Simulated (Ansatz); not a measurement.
Consider Sr in the fcc (Cu type) structure (space group Fm-3m, No. 225; a = 5.923 Å). Axes: x, y, z lie along the cube axes.

Computed with PBEsol/PAW in Ansatz (an electronic-structure program), scalar-relativistic without spin-orbit coupling.

Strains are applied to the cell and any free atomic positions relax; under biaxial strain the out-of-plane vector relaxes too.

One change was made to it. Results:

The shortest interatomic distance goes up by 1.06 pm, from 418.8 pm to 419.8 pm; the energy rises by 2.7 meV/atom; the pressure (mean of the normal stresses, compression positive) goes from zero to -0.3 GPa.

### Question
What was done to the base?
A) biaxial strain −0.42 %, plane normal [111], relaxed out of plane
B) biaxial strain +0.83 %, plane normal [111], relaxed out of plane
C) biaxial strain +0.42 %, plane normal [111], relaxed out of plane
D) biaxial strain −0.83 %, plane normal [111], relaxed out of plane
E) biaxial strain +1.67 %, plane normal [111], relaxed out of plane

### Answer
E, biaxial strain +1.67 %, plane normal [111], relaxed out of plane. For comparison, the energy relative to the base in the other runs: biaxial strain +0.42 %, plane normal [111], relaxed out of plane gives +0.2 meV/atom; biaxial strain −0.42 %, plane normal [111], relaxed out of plane gives +0.2 meV/atom; biaxial strain −0.83 %, plane normal [111], relaxed out of plane gives +0.7 meV/atom; biaxial strain +0.83 %, plane normal [111], relaxed out of plane gives +0.7 meV/atom.

No phonon test of stability was made.
